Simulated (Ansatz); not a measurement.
We consider LiTaO3 (Pnma, No. 62, 20 atoms in the cell; start mp-1105280; a measured phase of this formula has another space group), described by LDA (Ansatz, a first-principles code, plane waves, PAW).

Numerical settings: plane-wave cutoff 520 eV, 8×4×8 k mesh (along the axes of the cell as run), Fermi–Dirac smearing 0.01 eV, scalar-relativistic PAW data made under PBE.

Cell (relaxed at this level):

```xyz
20
Lattice="5.0344 0.0000 0.0000 0.0000 8.0350 0.0000 0.0000 0.0000 4.6584" Properties=species:S:1:pos:R:3 pbc="T T T"
Li     2.5172     0.0000     0.0000
Li     0.0000     0.0000     2.3292
Li     0.0000     4.0175     2.3292
Li     2.5172     4.0175     0.0000
Ta     2.8726     2.0088     2.5839
Ta     2.1618     6.0263     2.0745
Ta     4.6790     6.0263     0.2547
Ta     0.3554     2.0088     4.4037
O      4.5627     2.0088     1.4645
O      0.4717     6.0263     3.1939
O      2.9888     6.0263     3.7937
O      2.0455     2.0088     0.8647
O      4.0561     0.7683     3.7302
O      0.9783     7.2667     0.9282
O      3.4955     7.2667     1.4010
O      1.5389     0.7683     3.2574
O      1.5389     3.2492     3.2574
O      3.4955     4.7858     1.4010
O      0.9783     4.7858     0.9282
O      4.0561     3.2492     3.7302
```

**Question.** Predict the band gap.

**Answer.** 
band gap: 2.79 eV

Spin–orbit coupling is not included.

Cost on a shared machine: around 5 core-minutes (rough).

A start named mp-… is a Materials Project structure, which need not be a measured phase.
